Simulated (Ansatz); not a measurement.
SiC (F-43m), PBE with spin-orbit coupling, rigid bands run with Ansatz (a program for electronic structure): N_v = 1.43e20 cm⁻³ at 300 K and a hole conductivity mass of 0.706 mₑ.

**Question.** For 1e16 holes per cm³ at 300 K, place the Fermi level, estimate the Seebeck coefficient of a parabolic band with constant τ, and give mobility and conductivity for τ = 20 fs.

**Answer.** The level lies k_BT ln(N_v/p) = 0.247 eV above the valence-band maximum. S ≈ +(k_B/e)[ln(N_v/p) + 5/2] = 1040 μV/K, against 1039 μV/K from the full bands (mean over directions). μ = eτ/m = 49.8 cm²/(V·s) and σ = peμ = 0.0798 S/cm. τ is assumed, not computed.

Band transport and this doping are assumed; polarons and phonon drag are left out. Geometry: cell and atoms relaxed with PBEsol.
